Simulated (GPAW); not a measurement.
## Worked example: self-consistent single point of Zn7Mo (Fm-3m, 8 atoms in the cell) in GPAW

Computed with LDA (Perdew-Wang 92), GPAW PAW datasets LDA (gpaw-data 1.0.1) (plane waves; GPAW 25.7.0).

Input as run:

```python
from ase import Atoms
from ase.units import GPa
from gpaw import GPAW

atoms = Atoms(['Zn', 'Zn', 'Zn', 'Zn', 'Zn', 'Zn', 'Zn', 'Mo'],
              cell=[[0.000000, 3.793710, 3.793710],
                    [3.793710, 0.000000, 3.793710],
                    [3.793710, 3.793710, 0.000000]],
              positions=[[1.896855, 1.896855, 0.000000],
                         [1.896855, 1.896855, 3.793710],
                         [0.000000, 1.896855, 1.896855],
                         [3.793710, 1.896855, 1.896855],
                         [1.896855, 0.000000, 1.896855],
                         [1.896855, 3.793710, 1.896855],
                         [3.793710, 3.793710, 3.793710],
                         [0.000000, 0.000000, 0.000000]],
              pbc=True)

calc = GPAW(mode={'name': 'pw', 'ecut': 800},
            xc='LDA',
            kpts={'size': (4, 4, 4), 'gamma': True},
            occupations={'name': 'methfessel-paxton', 'width': 0.05, 'order': 1},
            nbands=-14,
            convergence={'density': 1e-05, 'energy': 1e-05},
            symmetry={'symmorphic': False, 'tolerance': 0.0005},
            maxiter=150)

atoms.calc = calc

energy = atoms.get_potential_energy()
print('Energy (eV):', round(energy, 6))
forces = atoms.get_forces()
print('Forces (eV/Ang):')
print(forces.round(5))
stress = atoms.get_stress()
print('Stress (GPa, Voigt):', (stress / GPa).round(4))
```

Output, abridged:

```
Input parameters:
  convergence: {density: 1e-05,
                energy: 1e-05}
  kpts: {gamma: True,
         size: (4, 4, 4)}
  maxiter: 150
  mode: {ecut: 800,
         name: pw}
  nbands: -14
  occupations: {name: methfessel-paxton,
                order: 1,
                width: 0.05}
  symmetry: {symmorphic: False,
             tolerance: 0.0005}

species:
  Zn:
    name: Zinc
    Z: 30.0
    valence: 12
    core: 18
    charge: 0.0
    file: Zn.LDA.gz

    # Using partial waves for Zn as LCAO basis

  Mo:
    name: Molybdenum
    Z: 42.0
    valence: 14
    core: 28
    charge: 0.0
    file: Mo.LDA.gz

    # Using partial waves for Mo as LCAO basis

Reference energy: -451535.124964  # eV

Spin-paired calculation

Convergence criteria:
 Maximum [total energy] change in last 3 cyles: 1e-05 eV / valence electron
 Maximum integral of absolute [dens]ity change: 1e-05 electrons / valence electron
 Maximum integral of absolute [eigenst]ate change: 4e-08 eV^2 / valence electron
 Maximum number of scf [iter]ations: 150

Symmetries present (total): 48
Symmetries with fractional translations: 0
64 k-points: 4 x 4 x 4 Monkhorst-Pack grid + [1/8,1/8,1/8]
8 k-points in the irreducible part of the Brillouin zone
       k-points in crystal coordinates                weights
   0:     0.00000000    0.00000000    0.00000000          1/64
   1:     0.25000000    0.25000000    0.00000000          6/64
   2:     0.25000000    0.25000000    0.25000000          8/64
   3:     0.50000000    0.25000000   -0.25000000          6/64
   4:     0.50000000    0.25000000    0.25000000         12/64
   5:     0.50000000    0.50000000    0.00000000          3/64
   6:     0.50000000    0.50000000    0.25000000         24/64
   7:     0.50000000    0.50000000    0.50000000          4/64

Wave functions: Plane wave expansion
  Cutoff energy: 800.000 eV
  Number of coefficients (min, max): 5592, 5658
  Pulay-stress correction: 0.000000 eV/Ang^3 (de/decut=0.000000)

Occupation numbers: Methfessel-Paxton:
  width: 0.0500  # eV
  order: 1

Eigensolver

Densities:
  Coarse grid: 35*35*35 grid
  Fine grid: 70*70*70 grid
  Total Charge: 0.000000

Density mixing:
  Method: separate
  Backend: pulay
  Linear mixing parameter: 0.05
  old densities: 5
  Damping of long wavelength oscillations: 50

Hamiltonian:
  XC and Coulomb potentials evaluated on a 70*70*70 grid
  External potential:
    NoExternalPotential

Number of atoms: 8
Number of atomic orbitals: 76
Number of bands in calculation: 63
Number of valence electrons: 98
Bands to converge: occupied

Density initialized from atomic densities
  63 bands from LCAO basis set

Atomic positions and initial magnetic moments

Positions:
   0 Zn     1.896855    1.896855    0.000000    ( 0.0000,  0.0000,  0.0000)
   1 Zn     1.896855    1.896855    3.793710    ( 0.0000,  0.0000,  0.0000)
   2 Zn     0.000000    1.896855    1.896855    ( 0.0000,  0.0000,  0.0000)
   3 Zn     3.793710    1.896855    1.896855    ( 0.0000,  0.0000,  0.0000)
   4 Zn     1.896855    0.000000    1.896855    ( 0.0000,  0.0000,  0.0000)
   5 Zn     1.896855    3.793710    1.896855    ( 0.0000,  0.0000,  0.0000)
   6 Zn     3.793710    3.793710    3.793710    ( 0.0000,  0.0000,  0.0000)
   7 Mo     0.000000    0.000000    0.000000    ( 0.0000,  0.0000,  0.0000)

Unit cell:
           periodic     x           y           z      points  spacing
  1. axis:    yes    0.000000    3.793710    3.793710    35     0.1252
  2. axis:    yes    3.793710    0.000000    3.793710    35     0.1252
  3. axis:    yes    3.793710    3.793710    0.000000    35     0.1252

  Lengths:   5.365116   5.365116   5.365116
  Angles:   60.000000  60.000000  60.000000

Effective grid spacing dv^(1/3) = 0.1366

     iter     time        total  log10-change:
                         energy   eigst   dens
iter:   1 --:--:--   -27.361947
iter:   2 --:--:--   -27.685828   -0.06  -1.46
iter:   3 --:--:--   -26.839184   -0.96  -1.47
iter:   4 --:--:--   -26.802794   -0.96  -1.58
iter:   5 --:--:--   -26.595156   -2.24  -1.97
iter:   6 --:--:--   -26.744392   -2.53  -2.02
iter:   7 --:--:--   -26.379434   -2.10  -2.01
iter:   8 --:--:--   -26.373466   -2.13  -2.36
iter:   9 --:--:--   -26.332966   -3.20  -2.55
iter:  10 --:--:--   -26.340126   -3.04  -2.74
iter:  11 --:--:--   -26.331034   -3.61  -3.01
iter:  12 --:--:--   -26.331004   -4.86  -3.51
iter:  13 --:--:--   -26.331192c  -5.15  -3.54
iter:  14 --:--:--   -26.330859c  -5.00  -3.63
iter:  15 --:--:--   -26.330936c  -5.56  -3.85
iter:  16 --:--:--   -26.330905c  -6.25  -3.78
iter:  17 --:--:--   -26.330828c  -5.29  -3.88
iter:  18 --:--:--   -26.330825c  -6.81  -4.53
iter:  19 --:--:--   -26.330819c  -6.39  -4.61
iter:  20 --:--:--   -26.330818c  -7.40c -4.89
iter:  21 --:--:--   -26.330818c  -7.99c -5.24c

Converged after 21 iterations.

Dipole moment: (-0.000000, -0.000000, -0.000000) |e|*Ang

Energy contributions relative to reference atoms: (reference = -451535.124964)

Kinetic:        -20.839186
Potential:      +30.197246
External:        +0.000000
XC:             -35.220288
Entropy (-ST):   -0.004083
Local:           -0.465868
SIC:             +0.000000
--------------------------
Free energy:    -26.332179
Extrapolated:   -26.330818

Showing only first 2 kpts
 Kpt  Band  Eigenvalues  Occupancy
  0    47      7.19900    2.00000
  0    48      7.19900    2.00000
  0    49      7.91540    2.00076
  0    50      7.91540    2.00076

  1    47      7.25369    2.00000
  1    48      8.08801    0.06793
  1    49      8.19824   -0.00029
  1    50      8.58819   -0.00000

Fermi level: 8.05210

No gap
No difference between direct/indirect transitions
Energy (eV): -26.330818

Forces in eV/Ang:
  0 Zn   -0.00000    0.00000    0.00000
  1 Zn    0.00000    0.00000   -0.00000
  2 Zn    0.00000   -0.00000    0.00000
  3 Zn    0.00000   -0.00000    0.00000
  4 Zn   -0.00000   -0.00000    0.00000
  5 Zn   -0.00000   -0.00000    0.00000
  6 Zn    0.00000   -0.00000    0.00000
  7 Mo    0.00000    0.00000    0.00000

Stress tensor:
     0.006538     0.000000     0.000000
     0.000000     0.006538    -0.000000
     0.000000    -0.000000     0.006538
Stress (GPa, Voigt): [ 1.0475  1.0475  1.0475 -0.      0.      0.    ]
```

The run converged in 21 iterations. GPAW prints stress with tension positive.

The starting cell comes from a database of computed structures (which also holds hypothetical and non-ambient phases and stackings), without a prior relaxation at this level. Its lattice was rescaled by a random factor within 2.5 % of one. Spin polarisation is off.

Cost on one core of a shared machine: roughly 3 min.
